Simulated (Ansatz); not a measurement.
The reference is TiB₂ (space group P6/mmm, No. 191; a = 3.017 Å, c = 3.185 Å). Axes: x lies along a and z along c of the hexagonal cell.

Structures relaxed with plane-wave PAW DFT at the PBEsol level (Ansatz, a program for electronic structure, 420 eV), spin-orbit coupling left out.

Base:

Simulated powder pattern, Co Kα, λ = 1.79026 Å (kinematic, ideal powder, no thermal factors, no anomalous dispersion; the 10 strongest lines at most, above 2 %, up to 2θ = 90°):

| 2θ (°) | I/Imax (%) | hkl |
|---|---|---|
| 32.64 | 20 | (001) |
| 40.06 | 59 | (100) |
| 52.60 | 100 | (101) |
| 68.40 | 9.0 | (002) |
| 72.79 | 22 | (110) |
| 82.07 | 9.1 | (111) |
| 82.33 | 13 | (102) |
| 86.49 | 5.9 | (200) |

After one change:

Simulated powder pattern, Co Kα, λ = 1.79026 Å (kinematic, ideal powder, no thermal factors, no anomalous dispersion; the 10 strongest lines at most, above 2 %, up to 2θ = 90°):

```tsv
2θ (°)	I/Imax (%)
33.10	19
38.85	62
51.94	100
69.47	8.3
70.34	24
79.98	9.4
82.56	13
83.39	6.2
```

Which change produced these results?
A. biaxial strain −2.00 %, plane normal [001], relaxed out of plane
B. biaxial strain +3.00 %, plane normal [001], relaxed out of plane
C. biaxial strain −1.50 %, plane normal [001], relaxed out of plane
D. biaxial strain +1.50 %, plane normal [001], relaxed out of plane

B, biaxial strain +3.00 %, plane normal [001], relaxed out of plane. Its volume per atom is 8.76 Å³ against 8.37 Å³, and its space group is P6/mmm (No. 191).

No phonon test of stability was made. All final runs are without spin polarisation.
